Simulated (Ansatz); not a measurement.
AlP (F-43m), HSE06, rigid bands in Ansatz (a quantum-chemistry and plane-wave program): N_v = 9.17e19 cm⁻³ at 300 K and a hole conductivity mass of 0.584 mₑ.

For 1e17 holes per cm³ at 300 K, place the Fermi level, estimate the Seebeck coefficient of a parabolic band with constant τ, and give mobility and conductivity for τ = 50 fs.

The level lies k_BT ln(N_v/p) = 0.176 eV above the valence-band maximum. S ≈ +(k_B/e)[ln(N_v/p) + 5/2] = 803 μV/K, against 795 μV/K from the full bands (mean over directions). μ = eτ/m = 151 cm²/(V·s) and σ = peμ = 2.41 S/cm. τ is assumed, not computed.

Band transport and this doping are assumed; polarons and phonon drag are left out. Spin-orbit coupling is left out; where it splits the top of the valence band, N_v and the p-type Seebeck coefficient come out somewhat high without it. Geometry: cell and atoms relaxed with PBEsol.
